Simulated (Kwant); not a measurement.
System: In0.53Ga0.47As/InP stack with 1 barrier. One parabolic valley. Leads of mass 0.041 mₑ with the band edge at 0; grid 0.1 nm; bias 0 V, dropping linearly over the stack.

| layer | thickness (nm) | band offset (eV) | mass (mₑ) |
|---|---|---|---|
| 1 | 6.7 | 0.25 | 0.08 |

Constants are typed, rounded textbook-type inputs, not results; the design itself was drawn at random and stands for no fabricated device.

Computed with Kwant: one-band effective-mass tight-binding model in one dimension, coherent, no space charge.

Work out the transmission below the barrier top from T = 1/(1 + ((ζ + 1/ζ)/2)² sinh²(κa)), ζ = (k/m_lead)/(κ/m_barrier).

E = 0.04856 eV: k = 0.2286 nm⁻¹, κ = 0.6504 nm⁻¹, ζ = 0.6858, T = 0.000571. The simulation gives 0.000572, the same within the digits that matter. E = 0.1243 eV: k = 0.3657 nm⁻¹, κ = 0.5138 nm⁻¹, ζ = 1.389, T = 0.00367. The simulation gives 0.00368, the same within the digits that matter. E = 0.1905 eV: k = 0.4528 nm⁻¹, κ = 0.3535 nm⁻¹, ζ = 2.499, T = 0.0167. The simulation gives 0.0167, the same within the digits that matter. What differs comes from the grid.
